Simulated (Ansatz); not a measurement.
The parent structure is TaC in the rock salt structure (space group Fm-3m, No. 225; a = 4.476 Å; relaxed with 0.1 eV smearing). Axes: x, y, z lie along the cube axes.

Calculations: Ansatz (an electronic-structure program) PBE, no spin-orbit coupling.

It is then changed as follows: the cell is scaled by 1.0212 in all directions; the atoms relax in the strained cell.

**Question.** Predict the stress tensor and what it implies for the stiffness.

**Answer.** Stress of the strained cell less that of the base (GPa, compression positive):
```
  -17.9     0.0     0.0
    0.0   -17.9     0.0
    0.0     0.0   -17.9
```

Then B = −ΔP/(ΔV/V₀) with ΔV/V₀ = 0.0650 gives secant stiffness values (nonlinear terms included at this strain): B ≈ 275 GPa.

As a check, the harmonic strain energy −½ V₀ Δσ:ε is 40 meV/atom; the computed energy rise is 43 meV/atom.

Stability against distortions was not tested. All final runs are without spin polarisation.
